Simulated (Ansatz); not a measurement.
**Au, response to strain**

Base system: Au in the fcc (Cu type) structure (space group Fm-3m, No. 225; a = 4.048 Å; relaxed with 0.1 eV smearing). Axes: x, y, z lie along the cube axes.

Strains are applied to the cell and any free atomic positions relax.

The values are results of DFT with LDA, PAW potentials and a 420 eV plane-wave cutoff in Ansatz (an electronic-structure program), without spin-orbit coupling, not measurements.

Notes on the quantities. energy relative to the base: free energy F; pressure: mean of the normal stresses, compression positive.

| case | energy relative to the base | pressure | shortest interatomic distance |
|---|---|---|---|
| base | 0 meV/atom | 0.0 GPa | 286.2 pm |
| uniaxial strain ε_zz = −3.00 % | +11 meV/atom | 6.5 GPa | 282.0 pm |
| uniaxial strain ε_zz = −2.50 % | +7.3 meV/atom | 5.3 GPa | 282.7 pm |
| uniaxial strain ε_zz = −2.00 % | +4.7 meV/atom | 4.2 GPa | 283.4 pm |
| uniaxial strain ε_zz = −1.50 % | +2.6 meV/atom | 3.1 GPa | 284.1 pm |
| uniaxial strain ε_zz = −1.00 % | +1.1 meV/atom | 2.0 GPa | 284.8 pm |
| uniaxial strain ε_zz = −0.50 % | +0.3 meV/atom | 1.0 GPa | 285.5 pm |
| uniaxial strain ε_zz = +0.50 % | +0.3 meV/atom | -1.0 GPa | 286.2 pm |
| uniaxial strain ε_zz = +1.50 % | +2.4 meV/atom | -2.8 GPa | 286.2 pm |
| uniaxial strain ε_zz = +3.00 % | +9.4 meV/atom | -5.2 GPa | 286.2 pm |

Whether these cells are dynamically stable was not tested.
